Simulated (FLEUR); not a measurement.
FLEUR run on Nb (Im-3m, 1 atom in the cell): self-consistent single point.

Method: LDA (Perdew-Zunger), all-electron FLAPW (FLEUR), scalar-relativistic valence.

```
Nb
1.0
   -1.68370     1.68370     1.68370
    1.68370    -1.68370     1.68370
    1.68370     1.68370    -1.68370
Nb
1
Direct
  0.00000   0.00000   0.00000
```

Reference input (self-consistent single point, DFT, PBE, all-electron FLAPW (FLEUR), scalar-relativistic valence): Kmax = 3.9 1/bohr; GmaxXC = 15.6 1/bohr; xcFunctional = pbe; jspins = 1; l_soc = F; mode = hist; fermiSmearingEnergy = 0.00367493 Htr; mesh (inpgen div1-3) = 11 11 11; inpgen gamma flag = false; Gmax = 15.6 1/bohr; numbands = 0; maxIterBroyd = 99. This run's input differs from it in these lines:

```diff
@@ -13,2 +13,3 @@
 &comp jspins=1 /
+&exco xctyp='pz' /
 &kpt div1=11 div2=11 div3=11 /
@@ -25,3 +26,3 @@
       <coreElectrons ctail="T" frcor="F" kcrel="0" coretail_lmax="0"/>
-      <xcFunctional name="pbe" relativisticCorrections="F"/>
+      <xcFunctional name="pz" relativisticCorrections="F"/>
       <magnetism jspins="1"/>
```

Log, with long lists cut:

```
 Iteration:     1   Distance:      11.98919652 me/bohr^3
 Iteration:     2   Distance:      10.95047265 me/bohr^3
 Iteration:     3   Distance:       4.27867159 me/bohr^3
 Iteration:     4   Distance:       2.32933269 me/bohr^3
 Iteration:     5   Distance:       1.28441755 me/bohr^3
   [... 3 lines left out ...]
 Iteration:     9   Distance:       0.00574538 me/bohr^3
 Iteration:    10   Distance:       0.00063255 me/bohr^3
 Iteration:    11   Distance:       0.00008429 me/bohr^3
 Iteration:    12   Distance:       0.00000713 me/bohr^3
 Run finished successfully
 Stop message:
   Structural relaxation: Done

[file out, last iteration]
             iter=     13
[...]
          total density-effective poten   -6.2086606633E+03
          total charge density-energy d   -1.1497206899E+02
 Updated energy parameters for spin:           1
[...]
 fermi energy and band-weighting factors:
    0.620264    0.785454    0.785454

[...]
FERMIE:
          first approx. to ef    (T=0)  :   0.443846 htr   (energy of the highest occ. eigenvalue)
          number of occ. states  (T=0)  :        357
          first approx. to seigv (T=0)  :  -5.149492 htr
          sum of weights of occ. states :   6.501127
          sum of semicore charge        :   0.000000 e
FERHIS:  Fermi-Energy by histogram:
          bandgap                     :   0.000780 htr
   [... lines left out ...]
          charge neutrality (T=0)     :   0.002254    (zero if the highest occ. eigenvalue is "entirely" occupied)
     EF_NEWTON:  Adjust Fermi-Energy by Newton-Method.
 Direct bandgap for spin            1 :    3.6094747970931707E-003  Htr
   [... lines left out ...]
 ---->    (input%tkb*entropy) TS=              0.0020124846 htr
 ---->    free energy=                     -3816.4425333805 htr
      extrapolation for T->0
 ---->    total electron energy=           -3816.4415271382 htr
 ***** TOTAL FORCES ON ATOMS *****
 TOTAL FORCE FOR ATOM TYPE=  1  X=  0.000   Y=  0.000   Z=  0.000
                       FX_TOT= 0.000000 FY_TOT= 0.000000 FZ_TOT= 0.000000
 Structural relaxation: Done
```

The run converged in 12 iterations. FLEUR gives forces in its relaxation mode, with a further iteration, so its stop message speaks of a relaxation. 

The starting cell comes from a database of computed structures (which also holds hypothetical and non-ambient phases and stackings), without a prior relaxation at this level. Its lattice was rescaled by a random factor within 2.5 % of one. Spin polarisation is off. Values depend on the basis (sphere radii, cutoffs, local orbitals), which need not be converged. The log's line on a gap gives a spacing of levels on this mesh, which the program prints for metals too.
